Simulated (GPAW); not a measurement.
Input and output of a self-consistent single point for KCl (Fm-3m, 2 atoms in the cell) (GPAW).

Method: LDA (Perdew-Wang 92), GPAW PAW datasets LDA (gpaw-data 1.0.1) (plane waves; GPAW).

```xyz
2
Lattice="0.0000 3.1450 3.1450 3.1450 0.0000 3.1450 3.1450 3.1450 0.0000" Properties=species:S:1:pos:R:3 pbc="T T T"
K      0.0000     0.0000     0.0000
Cl     3.1450     3.1450     3.1450
```

Reference input (self-consistent single point, DFT PBE, plane waves, GPAW PAW datasets PBE (gpaw-data 1.0.1)): mode = pw; ecut = 600 eV; xc = PBE; kpts = 6 6 6; mesh shift (steps) = 0 0 0; occupations.name = fermi-dirac; occupations.width = 0.05 eV; nbands = -6; convergence.bands = -4; symmetry.symmorphic = false; symmetry.tolerance = 0.0005; maxiter = 150. This run's input differs from it in these lines:

```diff
@@ -13,3 +13,3 @@
 calc = GPAW(mode={'name': 'pw', 'ecut': 600},
-            xc='PBE',
+            xc='LDA',
             kpts={'size': (6, 6, 6), 'gamma': True},
```

Its files differ too (potentials: GPAW PAW datasets LDA (gpaw-data 1.0.1)).

Output, abridged:

```
     iter     time        total  log10-change:
                         energy   eigst   dens
iter:   1 --:--:--    -7.775382   +1.42
iter:   2 --:--:--    -7.743438   +0.40  -1.33
iter:   3 --:--:--    -7.585201   -0.39  -1.36
iter:   4 --:--:--    -7.586313   -0.89  -1.59
iter:   5 --:--:--    -7.586235c  -1.13  -1.60
iter:   6 --:--:--    -7.580946c  -1.67  -2.17
iter:   7 --:--:--    -7.581253c  -2.43  -2.57
iter:   8 --:--:--    -7.580468c  -2.98  -2.74
iter:   9 --:--:--    -7.580460c  -3.54  -3.23
iter:  10 --:--:--    -7.580436c  -4.24  -3.31
iter:  11 --:--:--    -7.580435c  -4.96  -4.14c
iter:  12 --:--:--    -7.580435c  -5.54  -4.25c
iter:  13 --:--:--    -7.580435c  -6.06  -4.53c
iter:  14 --:--:--    -7.580435c  -6.56  -4.29c
iter:  15 --:--:--    -7.580435c  -7.00  -4.44c
iter:  16 --:--:--    -7.580435c  -7.37  -4.48c
iter:  17 --:--:--    -7.580435c  -7.75c -4.58c
Converged after 17 iterations.

Dipole moment: (0.000000, 0.000000, 0.000000) |e|*Ang

Energy contributions relative to reference atoms: (reference = -28859.799619)

Kinetic:         +0.971222
Potential:       -0.872309
External:        +0.000000
XC:              -7.048921
Entropy (-ST):   +0.000000
Local:           -0.630428
SIC:             +0.000000
--------------------------
Free energy:     -7.580435
Extrapolated:    -7.580435

Showing only first 2 kpts
 Kpt  Band  Eigenvalues  Occupancy
  0     6     -0.58540    2.00000
  0     7     -0.58540    2.00000
  0     8      4.16638    0.00000
  0     9      7.48431    0.00000

  1     6     -0.65992    2.00000
  1     7     -0.65992    2.00000
  1     8      4.96059    0.00000
  1     9      6.80355    0.00000

Fermi level: 1.29083

Gap: 4.752 eV
Transition (v -> c):
  (s=0, k=0, n=7, [0.00, 0.00, 0.00]) -> (s=0, k=0, n=8, [0.00, 0.00, 0.00])
No difference between direct/indirect transitions
Energy (eV): -7.580435

Forces in eV/Ang:
  0 K     0.00000    0.00000    0.00000
  1 Cl    0.00000   -0.00000    0.00000

Stress tensor:
     0.012601     0.000000     0.000000
     0.000000     0.012601     0.000000
     0.000000     0.000000     0.012601
Stress (GPa, Voigt): [2.0189 2.0189 2.0189 0.     0.     0.    ]
```

The run converged in 17 iterations. GPAW prints stress with tension positive. Against the reference run the pressure goes from 0.72 to -2.02 GPa and the gap on the mesh goes from 5.197 to 4.752 eV.

The starting cell has typed, rounded lattice constants, without a prior relaxation at this level.
